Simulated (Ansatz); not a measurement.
B on the Si site + C vacancy in 4H silicon carbide (start: the Si(k) site; C(k) 1.90 Å away, along c; 96-site cell, 2×2×2 shifted sampling). These are PBE, PAW (plane waves to 420 eV; Ansatz, a program for electronic structure) values and carry that method's errors. Total energies of the localised charge states, counted from that of charge +1, and their image corrections (point charge with alignment); the host's valence-band maximum lies at 9.362 eV on the cells' energy zero and its gap is 2.23 eV.

```json
[
 {"charge": "+1", "moment (μB)": "not spin-polarised", "E − E(first) (eV)": "0.000", "correction (eV)": "-0.018"},
 {"charge": "0", "moment (μB)": "1.0", "E − E(first) (eV)": "10.969", "correction (eV)": "0.000"}
]
```

**Question.** Derive the transition levels above the valence-band maximum and say which of them are thermodynamic.

**Answer.** A level is the Fermi energy at which two charges have equal formation energy: ε(q/q′) = [E(q′) + corr(q′) − E(q) − corr(q)] / (q − q′) − E_VBM.
ε(+1/0) = [(10.969 + 0.000) − (0.000 + -0.018)] / 1 − 9.362 = 1.62 eV
Thermodynamic levels at least 0.1 eV inside the gap: (+1/0) at 1.62 eV. They hold to tenths of an eV in this cell. Only the charges listed were compared. At charge +2 the carrier sat in host band states, shallow at most. The geometries come from one start. Flagged in the runs: a host whose relaxation on this sampling wasn't shown to rest.
